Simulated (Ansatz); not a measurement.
Cell of hcp Re (1 1 0) on rock-salt PbTe (0 0 1) (film strained to the substrate, started from cuts of the bulks and a machine-learned relaxation; slabs Pb4Te4 and Re14, which can lie off the formulas), relaxed at this level with a, b, gamma of the cell held:

```
Pb2Re7Te2
1.0
    4.64343    -0.00269    -0.17117
   -0.00220     4.64466    -0.13277
   -0.86629    -1.05959    23.41645
Pb Te Re
4 4 14
Direct
  0.90744   0.09062   0.20459
  0.36967   0.31671   0.03526
  0.16792   0.11580   0.49781
  0.45677   0.63534   0.32687
  0.40985   0.58532   0.19531
  0.85497   0.86103   0.04576
  0.64417   0.65252   0.48707
  0.96471   0.13759   0.33620
  0.48356   0.47823   0.59039
  0.75184   0.99820   0.58990
  0.97672   0.50401   0.64661
  0.29823   0.99646   0.64614
  0.49173   0.52502   0.70827
  0.83074   0.02675   0.70726
  0.01001   0.54966   0.76649
  0.35304   0.04202   0.76643
  0.53497   0.56844   0.82472
  0.87451   0.07008   0.82562
  0.06618   0.59352   0.88636
  0.38819   0.08591   0.88685
  0.61461   0.60914   0.94254
  0.88350   0.12925   0.94300
```

Method: PBE (plane waves to 420 eV, PAW; Ansatz, a first-principles code). Scalar-relativistic, without spin–orbit coupling; the runs are not spin-polarised. Its k-point mesh 7×7×1, Fermi–Dirac width 0.05 eV.

Give the plane-averaged electrostatic potential energy of an electron along the normal (the smooth PAW potential), about its mean over the cell.


```
z (Å)   V (eV)
------  ------
0.000     4.41
0.437    -0.43
0.729    -0.27
1.166     1.30
1.604     2.80
1.895     5.88
2.333     9.22
2.770    10.05
3.208     9.51
3.499     8.06
3.937     3.47
4.374     1.45
4.666     0.98
5.103    -0.42
5.541     4.27
5.832     7.75
6.270     8.80
6.707     6.43
7.144     0.36
7.436    -0.33
7.873     1.35
8.311     2.17
8.602     5.05
9.040     8.93
9.477    10.04
9.769    10.00
10.206    8.73
10.644    4.71
10.935    2.06
11.373    1.13
11.810   -0.64
12.248    1.98
12.539    5.35
12.977    3.40
13.414   -4.42
13.706   -7.51
14.143   -7.02
14.581   -6.62
14.872   -7.89
15.310   -7.25
15.747   -4.17
16.039   -5.10
16.476   -7.93
16.913   -6.23
17.351   -5.55
17.642   -7.32
18.080   -7.53
18.517   -5.29
18.809   -5.98
19.246   -7.96
19.684   -5.41
19.975   -4.10
20.413   -6.94
20.850   -8.05
21.288   -6.51
21.579   -6.89
22.017   -7.70
22.454   -2.65
22.746    2.77
23.183    5.59
```
